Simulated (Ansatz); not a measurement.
Start from TiB₂ (space group P6/mmm, No. 191).

```cif
data_B2Ti
_chemical_formula_sum 'Ti1 B2'
_space_group_name_H-M_alt 'P 1'
_space_group_IT_number 1
_cell_length_a 3.01738
_cell_length_b 3.01738
_cell_length_c 3.18507
_cell_angle_alpha 90.000
_cell_angle_beta 90.000
_cell_angle_gamma 120.000
loop_
_space_group_symop_operation_xyz
  'x, y, z'
loop_
_atom_site_label
_atom_site_type_symbol
_atom_site_fract_x
_atom_site_fract_y
_atom_site_fract_z
_atom_site_occupancy
Ti1 Ti 0.00000 0.00000 0.00000 1
B1 B 0.66667 0.33333 0.50000 1
B2 B 0.33333 0.66667 0.50000 1
```

Computed with Kohn–Sham DFT with the PBEsol functional, run in Ansatz (a quantum-chemistry and plane-wave program) with PAW and 420 eV plane waves, scalar-relativistic without spin-orbit coupling.

For the base:

| Item | Value |
|---|---|
| Pressure | 0.0 GPa |
| Band gap | zero |

Perturbation: the cell is scaled by 1.0300 in all directions, atoms relaxed at fixed cell.

Problem. What does the calculation give for the energy relative to the base after the change?

Solution. The energy goes up by 52 meV/atom.

Problem. How does this affect the pressure?

Solution. The pressure (mean of the normal stresses, compression positive) goes from zero to -20.0 GPa.

Problem. How does this affect the band gap?

Solution. The band gap remains zero.

A case with no gap was solved on a k-mesh chosen for an insulator, which is coarse for it. The cells carry an imposed strain or load. Stability against distortions was not tested. All final runs are without spin polarisation.
